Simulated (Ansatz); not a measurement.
ZrIr3 (model structure, started from the D022 type, I4/mmm, No. 139, 4 atoms in the cell) was calculated with PBEsol in Ansatz (plane waves, PAW).

Output (set-up and result lines):

```
Relaxation: its limit of steps is 80 (relax.max_steps)
Crystal: 4 atoms, lattice volume = 60.143 Å³
Basis set: ecut = 520 eV, 1599 PW (Γ), exchange–correlation on 72×72×72 points (8 copies of the dense FFT grid, shifted against one another)
Bands: 38, of which v1, the nominal top of the filled ones, is band 32 counted from 1 (31 counted from 0)
Symmetry: 16 space group operations
Space group: I4/mmm (ITA 139), of the structure as read, at distance tolerance 3.9e-5 Å
k-points: 641 of 8000
Functional: x = pbesol(κ = 0.804, μ = 0.12345679012345678), c = pbesol(β = 0.046)
SCF iter   1: F=—  HF=-39527.995251 eV  |F-HF|=—  |Δ(HF+E_count)|=         —  Δρ=1.01e-2  dr2=5.81e-2
SCF iter   2: F=—  HF=-39527.986883 eV  |F-HF|=—  |Δ(HF+E_count)|=   8.37e-3  Δρ=5.15e-3  dr2=1.75e-2
  ...
SCF 1 converged in 6 iterations: F = -39527.982502 eV  dr2 = 2.53e-8
Crystal: 4 atoms, lattice volume = 60.143 Å³
Initial density: handed on by an earlier stage of this run
SCF 2 converged in 6 iterations: F = -39527.982501 eV  dr2 = 8.81e-13
Crystal: 4 atoms, lattice volume = 60.143 Å³
SCF 3 converged in 9 iterations: F = -39527.982502 eV  dr2 = 4.46e-17
Crystal: 4 atoms, lattice volume = 60.143 Å³
SCF iter   6: F=-39527.982502 eV  HF=-39527.982502 eV  |F-HF|=7.28e-12  |Δ(HF+E_count)|=  7.28e-12  Δρ=1.02e-8  dr2=4.26e-14
SCF iter   7: F=-39527.982502 eV  HF=-39527.982502 eV  |F-HF|=7.28e-12  |Δ(HF+E_count)|=  7.28e-12  Δρ=5.16e-9  dr2=1.12e-14
SCF 4 converged in 7 iterations: F = -39527.982502 eV  dr2 = 1.12e-14
SCF converged after 7 iterations
Free energy (F): -39527.982502 eV
Internal energy: -39527.958148 eV  (E = F + TS)
E sigma→0 (E₀):  -39527.970325 eV
Fermi energy:    23.119609 eV
--- Stress (GPa, compression-positive) ---
        6.136761      -0.000000       0.000000
       -0.000000       6.136761       0.000000
        0.000000       0.000000       6.136860
  P = ⅓ Tr σ = 6.1368 GPa (61.368 kbar)
```

**Question.** Write an input file that could have produced this run (the log leaves some choices open).

**Answer.** One answer among several that fit: 
Ansatz 0.2 input:
```yaml
crystal:
  lattice:
    - [-1.9558708572, 1.9558708572, 3.9304947215]
    - [1.9558708572, -1.9558708572, 3.9304947215]
    - [1.9558708572, 1.9558708572, -3.9304947215]
  atoms:
    - { symbol: Ir, position: [0.5, 0.5, 0.0] }
    - { symbol: Ir, position: [0.75, 0.25, 0.5] }
    - { symbol: Ir, position: [0.25, 0.75, 0.5] }
    - { symbol: Zr, position: [0.0, 0.0, 0.0] }
basis:
  ecutwfc: 520
  ecutrho_ratio: 4
  xc_grid: 2
kpoints:
  mp_grid: { grid: [20, 20, 20] }
hamiltonian:
  xc: pbesol
  dispersion: none
  pseudopotentials: { kind: paw }
scf:
  occupations: { method: fermi_dirac, width: 0.05 }
output:
  forces: true
  stress: true
  eigenvalues: true
relax:
  f_tol: 0.004
  escape_saddle: false
  max_steps: 80
  cell: { stress_tol: 0.02, fix: [volume] }
```

The cell is one volume of an energy–volume scan, off the minimum.

The PAW data were made under PBE.

Note: the run has no spin polarisation, so it can have missed a magnetic state. Note: the relaxation could raise the start's symmetry but not lower it, so the cell can be a saddle point.

A model structure was made by putting elements into a prototype or built by hand; it is no filed structure, need not be a known phase, and can be a saddle point held by its symmetry.

Ansatz is a first-principles code.
